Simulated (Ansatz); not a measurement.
# HfS2: pressure series

Base system: HfS2 in the CdI2 type structure (space group P-3m1, No. 164; a = 3.547 Å, c = 5.577 Å; layered, stacked along the Cartesian z axis).

Cell and atoms are relaxed at each pressure.

All numbers come from PBEsol-D3(BJ)/PAW in Ansatz (an electronic-structure program), without spin-orbit coupling.

```tsv
variant	lattice parameter a	c/a ratio	band gap
base	6.704 bohr	1.572	0.45 eV
pressure −2 GPa	6.774 bohr	1.622	0.80 eV
pressure −1 GPa	6.737 bohr	1.589	0.60 eV
pressure 1.8 GPa	6.650 bohr	1.554	0.24 eV
pressure 4.2 GPa	6.586 bohr	1.542	zero
pressure 9 GPa	6.469 bohr	1.534	zero
pressure 18 GPa	6.283 bohr	1.544	zero
pressure 30 GPa	___	___	zero
pressure 45 GPa	5.830 bohr	1.621	zero
pressure 60 GPa	5.652 bohr	1.661	zero
```

Question: Some entries are withheld; estimate them.

Answer: 
- pressure 30 GPa, lattice parameter a: 6.057 bohr
- pressure 30 GPa, c/a ratio: 1.578

The mesh was chosen for an insulator and is coarse for the gapless case. Spin-orbit coupling, missing from the scalar runs, can matter with Hf. Load acts through the strain it causes; cell and atoms are relaxed under it. Whether these cells are dynamically stable was not tested. Competing high-pressure phases were not computed. The final runs are not spin-polarised. Gaps under 0.05 eV, about the width of the smearing, are given as zero. A zero or small gap of HfS2 under pressure 1.8 GPa, HfS2 under pressure 4.2 GPa, HfS2 under pressure 9 GPa and HfS2 under pressure 18 GPa can be the functional's error rather than a property of the material.
